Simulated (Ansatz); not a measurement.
The reference is HfO₂ (space group P2_1/c, No. 14).

HfO$_{2}$ is taken in the monoclinic space group P2₁/c (No. 14), Pearson symbol mP12. Cell: a = 5.096 Å, b = 5.178 Å, c = 5.272 Å, α = 90.00°, β = 99.62°, γ = 90.00°. Hf on 4e has 7 O at 2.039–2.231 Å. O1 on 4e is coordinated by 3 Hf at 2.039–2.134 Å. O2 on 4e has 4 Hf at 2.136–2.231 Å. (Neighbours: up to the widest gap in distance over summed covalent radii, below 1.35, at either atom; cation-cation and far metal-metal contacts left out.)

Calculations: PBEsol (Ansatz, a first-principles code), without spin-orbit coupling, earlier PAW set.

For the base:

| Quantity | Result |
|---|---|
| Gap character | indirect, Γ → Y₂ |
| Band gap | 3.97 eV |
| Shortest interatomic distance | 3.854 bohr |
| Width of the top valence band | 0.73 eV |
| Density | 10.19 g/cm³ |

It is then changed as follows: a hydrostatic pressure of 30 GPa.

### Question
How does this affect the gap character, band gap, shortest interatomic distance, width of the top valence band and density?

### Answer
The gap character changes from indirect, Γ → Y₂ to direct at Y₂; the band gap falls by 0.363 eV (3.97 eV → 3.60 eV); the shortest interatomic distance shrinks by 0.1072 bohr, from 3.854 bohr to 3.746 bohr; the width of the top valence band grows by 0.80 eV, from 0.73 eV to 1.53 eV; the density rises by 2.00 g/cm³, from 10.19 g/cm³ to 12.19 g/cm³.

Spin-orbit coupling, missing from the scalar runs, can matter with Hf. Load acts through the strain it causes; cell and atoms are relaxed under it. No phonon test of stability was made. No other phases were tried under pressure. Along this pressure series the structure jumps between pressure 22.5 GPa and pressure 30 GPa; cells beyond that are another form of it.
